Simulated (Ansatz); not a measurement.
AlN2H6F3 (C2/m, No. 12, 12 atoms in the cell; start mp-1228986) was calculated with PBEsol in Ansatz (PAW).

Settings: plane-wave cutoff 520 eV, 10×10×8 k mesh (along the axes of the cell as run), Fermi–Dirac smearing 0.01 eV, scalar-relativistic PAW data made under PBE.

The cell is the one relaxed with PBE-D3(BJ). Conventional cell: a = 9.7440 Å, b = 3.7956 Å, c = 6.9461 Å, α = 90.00°, β = 131.61°, γ = 90.00°.

```
CELL_PARAMETERS angstrom
      4.87158    -1.89778     0.06384
      4.87158     1.89778     0.06384
     -4.68063     0.00000     5.13222
ATOMIC_POSITIONS crystal
  Al 0.00000 0.00000 0.00000
  H  0.32644 0.32644 0.45439
  H  0.67356 0.67356 0.54561
  H  0.12228 0.54687 0.25684
  H  0.87772 0.45313 0.74316
  H  0.45313 0.87772 0.74316
  H  0.54687 0.12228 0.25684
  N  0.27519 0.27519 0.26957
  N  0.72481 0.72481 0.73043
  F  0.98707 0.98707 0.24606
  F  0.01293 0.01293 0.75394
  F  0.50000 0.50000 0.00000
```

List the 30 lowest band energies at Γ above −25 eV (eV, relative to the valence band maximum), grouping those that round alike.

At Γ: -21.27, -20.24, -20.21, -14.90, -14.70, -5.51, -5.00, -4.76, -4.34, -4.31, -4.04, -3.44, -2.79, -1.65, -1.45, -1.42, -1.06, -0.99, -0.86, 0.00, 5.96, 9.29, 9.91, 10.61, 10.79, 11.80, 12.50, 13.26, 13.44, 14.36.

Note: cell and atoms aren't relaxed at this level (largest force component 0.21 eV/Å, pressure -0.4 GPa).

A start named mp-… is a Materials Project structure, which need not be a measured phase.

Ansatz is an electronic-structure program.
